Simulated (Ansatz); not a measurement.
## CsCl-type RuAl

All values below come from PBE-D3(BJ) (plane waves, PAW; Ansatz, a program for electronic structure).

Numerical settings: plane-wave cutoff 500 eV, 18×18×18 k mesh, Fermi–Dirac smearing 0.1 eV, no spin polarisation, scalar-relativistic PAW data made under PBE.

Cell (relaxed at this level):

```cif
data_AlRu
_chemical_formula_sum 'Al1 Ru1'
_space_group_name_H-M_alt 'P 1'
_space_group_IT_number 1
_cell_length_a 2.97407
_cell_length_b 2.97407
_cell_length_c 2.97407
_cell_angle_alpha 90.000
_cell_angle_beta 90.000
_cell_angle_gamma 90.000
loop_
_space_group_symop_operation_xyz
  'x, y, z'
loop_
_atom_site_label
_atom_site_type_symbol
_atom_site_fract_x
_atom_site_fract_y
_atom_site_fract_z
_atom_site_occupancy
Al1 Al 0.50000 0.50000 0.50000 1
Ru1 Ru 0.00000 0.00000 0.00000 1
```

```
Quantity                    Result
-------------------  -------------
volume per atom      13.15 Å³/atom
lattice parameter a        2.974 Å
```

Measured, for comparison: lattice constant a 2.992 Å (temperature not stated, copied from a table, unchecked, no zero-point or thermal correction; as tabulated in Acta Metallurgica 41, 863 (1993)). Computed (rounded) less measured: lattice constant a not scored (unchecked). A static lattice is as a rule a little smaller and stiffer than an uncorrected measurement, which can account for part of this.

Computed values are for the static lattice.

Cost on a shared machine: very roughly 14 core-seconds.
